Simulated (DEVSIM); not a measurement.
Structure: Schottky contact on p-type GaP, at 400 K.

Layer 1 from the left is GaP, thickness (μm) 1.80, Na (cm⁻³) 1.1e15, τn (s) 1.6e-6, τp (s) 1.6e-6.

Left contact: Schottky, work function 4.78 eV, emission velocity 8e6 cm/s. Right contact: ohmic. Voltage is applied to the left contact. Recombination: SRH at mid-gap, radiative, Auger. Mobility is constant in doping.

Constants are typed, rounded textbook-type inputs, not results; the design itself was drawn at random and stands for no fabricated device. Values at 300 K; Nc and Nv go as T^1.5, mobilities as T to minus their exponent, the gap by Varshni's rule with the affinity fixed.

GaP: gap (eV) 2.26, affinity (eV) 3.8, permittivity 11.1, Nc (cm⁻³) 1.8e19, Nv (cm⁻³) 1.9e19, μn (cm²/Vs) 250, μp (cm²/Vs) 150, T exponent of μn 1.6, T exponent of μp 1.98, B (cm³/s) 1e-13, Cn (cm⁶/s) 1e-30, Cp (cm⁶/s) 1e-30, Varshni α (eV/K) 0.00058, Varshni β (K) 372.

DEVSIM, 1D drift-diffusion, Boltzmann statistics, complete ionisation; no tunnelling, impact ionisation, image-force lowering or self-heating. Metal contacts follow the ideal Schottky-Mott rule: no Fermi-level pinning, no interface dipoles.

Dark forward current:

```
|V| (V)  |J| (A/cm²)
-------  -----------
0.05        4.691e-9
0.10        2.400e-8
0.15        1.036e-7
0.20        4.317e-7
0.25        1.779e-6
0.30        7.291e-6
0.35        2.974e-5
0.40       0.0001206
0.45       0.0004855
0.50        0.001936
0.55        0.007613
0.60         0.02925
0.65          0.1077
0.70          0.3631
0.75           1.041
0.80           2.392
0.85           4.449
0.90           7.069
0.95           10.09
1.00           13.39
1.05           16.88
1.10           20.52
1.15           24.26
1.20           28.08
1.25           31.96
1.30           35.89
```

Question: Work out the local ideality factor n = ΔV / (kT/q · ln(J2/J1)) between the rows 0.15 and 0.20 V, 1.25 and 1.30 V.

Answer: kT/q = 34.47 mV. From 0.15 to 0.20 V: ln(4.317e-7/1.036e-7) = 1.427, n = 1.02, near the 1 of diffusion or emission over a barrier. From 1.25 to 1.30 V: ln(35.89/31.96) = 0.116, n = 12.51; the layers' resistance at their doping, Σ W/(qμN) = 0.012 Ω cm², would take 47 mV of this step of 50 mV.

Question: Estimate the current at 0.35 V for emission alone, J0 = q v N_band exp(−φB/kT), and read the barrier back from the simulated current.

Answer: φB = 1.237 eV, N_band = 2.93e19 cm⁻³, J0 = 9.61e-9 A/cm²; J = J0 (exp(qV/kT) − 1) = 0.000247 A/cm². The simulation gives 2.97e-5 A/cm²; the estimate lies 730 % above. Read backwards, the simulated current gives an apparent barrier of 1.310 eV. The estimate leaves out transport through the depletion region and minority injection.
